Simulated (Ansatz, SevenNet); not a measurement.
# C11b WSi2, elastic constant C66

Reference value: 218 GPa (measured, temperature not stated, not corrected to a static lattice; as tabulated in Friák et al. (2018), doi:10.3390/nano8121057).

**Question.** What do SevenNet-0, PBE, PBEsol, revPBE, PBE-D3(BJ) give, and how far is each from the reference?

**Answer.** 
| level (code) | value (GPa) | cell (Å³/atom) | difference (%) |
|---|---|---|---|
| SevenNet-0 | 64.7 | 13.70 | -70 |
| PBE (Ansatz) | 200 | 13.67 | -8.3 |
| PBEsol (Ansatz) | 213 | 13.36 | -2.3 |
| revPBE (Ansatz) | 196 | 13.80 | -10.1 |
| PBE-D3(BJ) (Ansatz) | 221 | 13.25 | +1.4 |

The reference's temperature isn't stated, so close values are not ranked against it. Off by more than 25 %, or 35 % on the side where a correction would as a rule narrow the miss (bounds picked here): SevenNet-0 (-70 %).

The measured value isn't corrected to a static lattice, so vibrations enter the comparison.  Density-functional levels without +SOC have no spin–orbit coupling. PBE-D3(BJ): the dispersion coefficients are held fixed in the derivatives. Each level is taken at its own relaxed cell. Ansatz's density-functional and Hartree–Fock values are scalar-relativistic unless marked +SOC, with PAW data made under PBE.

Machine-learned potentials (SevenNet-0) are trained on DFT data: a solid inside that data is no test of them.

Differences are worked out from the printed values.

Ansatz is a quantum-chemistry and plane-wave program.
